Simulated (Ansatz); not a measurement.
System: interstitial Hf in rutile TiO2 (charge state +4). The step: several atoms move together, Hf the farthest; the atom moves 1.40 Å along (0.00, 0.00, -0.47) of the unit cell; the moving atom starts with neighbours 2 O at 1.99, 2 O at 2.08, 2 O at 2.10 Å and ends with 2 O at 1.99, 2 O at 2.08, 2 O at 2.10 Å. DFT values are from Ansatz (plane-wave PAW, 420 eV unless said) in a cell of 72 host sites, spin-restricted, static, with no finite-size correction. The charge state is imposed; whether it is stable for some Fermi level was not computed. Sites that were not tried may lie lower. For the PBE band: the check of the saddle point's order was inconclusive, and it lies on a symmetry element of the cell, where a band can be held.

| Level | Forward barrier (eV) | Cost of the band or of the saddle's single point |
|---|---|---|
| CHGNet universal potential (has no charge state), its own band | 0.16 | - |
| PBE, a 2×2×2 k-point mesh shifted by half a step, band relaxed | 0.06 | roughly 7 core-hours |
| r2SCAN at 500 eV, a 2×2×2 k-point mesh shifted by half a step, same geometries | … | around 10 core-minutes (rough) |

### Question
Complete the blanks.

### Answer

- r2SCAN at 500 eV, a 2×2×2 k-point mesh shifted by half a step, same geometries, Forward barrier (eV): 0.12

Ansatz is a program for electronic structure.
